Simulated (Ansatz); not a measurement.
Base system: HfRu in the CsCl type structure (space group Pm-3m, No. 221; a = 3.209 Å; relaxed with 0.1 eV smearing). Axes: x, y, z lie along the cube axes.

Calculations: Ansatz (a first-principles code) PBEsol, no spin-orbit coupling.

A first run, uniaxial strain ε_zz = −1.23 %, gives secant values C11 ≈ 410 GPa and C12 ≈ 130 GPa from its stress. A second run applies isotropic strain −1.37 %.

Q: What does linear elasticity predict for the bulk modulus −ΔP/(ΔV/V₀) in the second run, and what does the run give?

A: Linear elasticity: (C11 + 2 C12)/3 = 220 GPa. The run gives 240 GPa; any difference comes from nonlinear terms at these strains and numerical noise.

Stability against distortions was not tested. The final runs are not spin-polarised.
